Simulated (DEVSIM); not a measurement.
System: Schottky contact on n-type Si, at 400 K.

| layer (left to right) | material | thickness (μm) | Nd (cm⁻³) | τn (s) | τp (s) |
|---|---|---|---|---|---|
| 1 | Si | 3.20 | 1.9e17 | 1.1e-7 | 1.1e-7 |
| 2 | Si | 8.90 | 2.2e18 | 1.1e-7 | 1.1e-7 |

Left contact: Schottky, work function 4.84 eV, emission velocity 1.6e6 cm/s. Right contact: ohmic. Voltage is applied to the left contact. Recombination: SRH at mid-gap, Auger. Mobility is μmin + (μ − μmin)/(1 + (N/Nref)^α).

Constants are typed, rounded textbook-type inputs, not results; the design itself was drawn at random and stands for no fabricated device. Values at 300 K; Nc and Nv go as T^1.5, mobilities as T to minus their exponent, the gap by Varshni's rule with the affinity fixed.

```
parameter               Si
----------------  --------
gap (eV)             1.124
affinity (eV)         4.05
permittivity          11.7
Nc (cm⁻³)          2.86e19
Nv (cm⁻³)           3.1e19
μn (cm²/Vs)           1417
μp (cm²/Vs)            470
μn,min                  52
μp,min                  45
Nref,n              9.7e16
Nref,p              2.2e17
αn                    0.68
αp                    0.72
T exponent of μn       2.3
T exponent of μp       2.2
Cn (cm⁶/s)         2.8e-31
Cp (cm⁶/s)         9.9e-32
Varshni α (eV/K)  0.000473
Varshni β (K)          636
```

DEVSIM, 1D drift-diffusion, Boltzmann statistics, complete ionisation; no tunnelling, impact ionisation, image-force lowering or self-heating. Metal contacts follow the ideal Schottky-Mott rule: no Fermi-level pinning, no interface dipoles.

Tabulate band edges, carrier densities and field at zero bias.

Energies count from the Fermi level of the right contact; mesh points crowd at the junctions.

```tsv
x (μm)	Ec (eV)	Ev (eV)	n (cm⁻³)	p (cm⁻³)	field (V/cm)
0.000	0.790	-0.306	4.9e9	6.6e15	-180000
0.03009	0.373	-0.723	8.7e14	3.7e10	-94000
0.1023	0.188	-0.908	1.9e17	1.7e8	-530
0.2587	0.188	-0.909	1.9e17	1.7e8	≈ 0
0.8137	0.188	-0.909	1.9e17	1.7e8	≈ 0
1.841	0.188	-0.909	1.9e17	1.7e8	≈ 0
2.605	0.188	-0.909	1.9e17	1.7e8	≈ 0
3.015	0.188	-0.909	1.9e17	1.7e8	≈ 0
3.131	0.188	-0.909	1.9e17	1.7e8	-71
3.184	0.177	-0.920	2.6e17	1.2e8	-11000
3.208	0.106	-0.991	2.1e18	1.6e7	-7300
3.272	0.103	-0.993	2.2e18	1.5e7	≈ 0
3.401	0.103	-0.993	2.2e18	1.5e7	≈ 0
3.683	0.103	-0.993	2.2e18	1.5e7	≈ 0
4.693	0.103	-0.993	2.2e18	1.5e7	≈ 0
6.593	0.103	-0.993	2.2e18	1.5e7	≈ 0
9.590	0.103	-0.993	2.2e18	1.5e7	≈ 0
11.00	0.103	-0.993	2.2e18	1.5e7	≈ 0
11.75	0.103	-0.993	2.2e18	1.5e7	≈ 0
11.96	0.103	-0.993	2.2e18	1.5e7	≈ 0
12.05	0.103	-0.993	2.2e18	1.5e7	≈ 0
12.10	0.103	-0.993	2.2e18	1.5e7	≈ 0
```
